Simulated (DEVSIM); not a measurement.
System: Schottky contact on n-type GaN, at 250 K.

Layer 1 from the left is GaN, thickness (μm) 2.20, Nd (cm⁻³) 1.6e16, τn (s) 1.5e-9, τp (s) 1.5e-9.

Left contact: Schottky, work function 5.57 eV, emission velocity 1.7e6 cm/s. Right contact: ohmic. Voltage is applied to the left contact. Recombination: SRH at mid-gap. Mobility is μmin + (μ − μmin)/(1 + (N/Nref)^α).

Constants are typed, rounded textbook-type inputs, not results; the design itself was drawn at random and stands for no fabricated device. Values at 300 K; Nc and Nv go as T^1.5, mobilities as T to minus their exponent, the gap by Varshni's rule with the affinity fixed.

GaN: gap (eV) 3.43, affinity (eV) 4.1, permittivity 9.5, Nc (cm⁻³) 2.3e18, Nv (cm⁻³) 4.6e19, μn (cm²/Vs) 1200, μp (cm²/Vs) 100, μn,min 55, μp,min 3, Nref,n 2e17, Nref,p 3e17, αn 1, αp 2, T exponent of μn 1.5, T exponent of μp 2, Varshni α (eV/K) 0.00091, Varshni β (K) 830.

DEVSIM, 1D drift-diffusion, Boltzmann statistics, complete ionisation; no tunnelling, impact ionisation, image-force lowering or self-heating. Metal contacts follow the ideal Schottky-Mott rule: no Fermi-level pinning, no interface dipoles.

Dark forward current:

```
|V| (V)  |J| (A/cm²)
-------  -----------
0.55       1.332e-13
0.60       1.356e-12
0.65       1.380e-11
0.70       1.404e-10
0.75        1.429e-9
0.80        1.454e-8
0.85        1.480e-7
0.90        1.505e-6
0.95        1.531e-5
1.00       0.0001556
1.05        0.001582
1.10         0.01606
1.15          0.1628
1.20           1.641
1.25           15.90
1.30           120.0
1.35           468.2
1.40            1031
1.45            1704
1.50            2432
```

Task: Work out the local ideality factor n = ΔV / (kT/q · ln(J2/J1)) between the rows 0.55 and 0.60 V, 1.45 and 1.50 V.

Result: kT/q = 21.54 mV. From 0.55 to 0.60 V: ln(1.356e-12/1.332e-13) = 2.320, n = 1.00, near the 1 of diffusion or emission over a barrier. From 1.45 to 1.50 V: ln(2432/1704) = 0.356, n = 6.53; the layers' resistance at their doping, Σ W/(qμN) = 5.9e-5 Ω cm², would take 43 mV of this step of 50 mV.

Task: Estimate the current at 0.90 V for emission alone, J0 = q v N_band exp(−φB/kT), and read the barrier back from the simulated current.

Result: φB = 1.470 eV, N_band = 1.75e18 cm⁻³, J0 = 1.10e-24 A/cm²; J = J0 (exp(qV/kT) − 1) = 1.53e-6 A/cm². The simulation gives 1.50e-6 A/cm²; the estimate lies 1.9 % above. Read backwards, the simulated current gives an apparent barrier of 1.470 eV. The estimate leaves out transport through the depletion region and minority injection.
